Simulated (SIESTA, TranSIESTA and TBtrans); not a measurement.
Run with TranSIESTA and TBtrans (open boundaries, self-consistent; PseudoDojo norm-conserving potentials, scalar-relativistic): Spin polarized, PAO.BasisSize DZP, PAO.EnergyShift 0.15 eV, XC.Authors PBE, Mesh.Cutoff 200 Ry, ElectronicTemperature 300 K, TS.Voltage 0.0 eV, TBT.Elecs.Eta 0.001 eV.

Junction: Pd chain with one S atom in place of Pd. Leads: straight Pd chain, spacing 2.65 Å. Geometry: 3 atoms about the centre moved by SIESTA (PBE, DZP) to a largest force of 0.02 eV/Å, all others as built, motion along the axis alone. Transport runs along z; the first 4 and the last 4 of the 15 atoms are the lead cells, repeated to infinity.

```xyz
15
Lattice="9.000 0.000 0.000 0.000 9.000 0.000 0.000 0.000 39.400" Properties=species:S:1:pos:R:3 pbc="F F T"
Pd     4.500     4.500     0.000
Pd     4.500     4.500     2.650
Pd     4.500     4.500     5.300
Pd     4.500     4.500     7.950
Pd     4.500     4.500    10.600
Pd     4.500     4.500    13.250
Pd     4.500     4.500    16.150
S      4.500     4.500    18.379
Pd     4.500     4.500    20.608
Pd     4.500     4.500    23.500
Pd     4.500     4.500    26.150
Pd     4.500     4.500    28.800
Pd     4.500     4.500    31.450
Pd     4.500     4.500    34.100
Pd     4.500     4.500    36.750
```
Starting moments (μB): atom 5 +0.7, atom 6 +0.7, atom 7 +0.7, atom 9 +0.7, atom 10 +0.7, atom 11 +0.7; lead atoms +0.7 (left) and +0.7 (right).

Question: Predict: conductance at 300 K (G0 = 2e²/h); thermopower (μV/K); mean T from −0.5 to 0.5 eV; spin polarisation of the conductance, (up − down)/(up + down).

Answer: conductance at 300 K (G0 = 2e²/h): 0.75; thermopower (μV/K): 11; mean T from −0.5 to 0.5 eV: 0.71; spin polarisation of the conductance, (up − down)/(up + down): -0.62. The magnetic order of the leads was set by the start, and no other order was tried; the separate lead runs end at 0.74 (left) and 0.74 (right) μB an atom. The straight chain is held at its spacing; free chains may zigzag or dimerise.
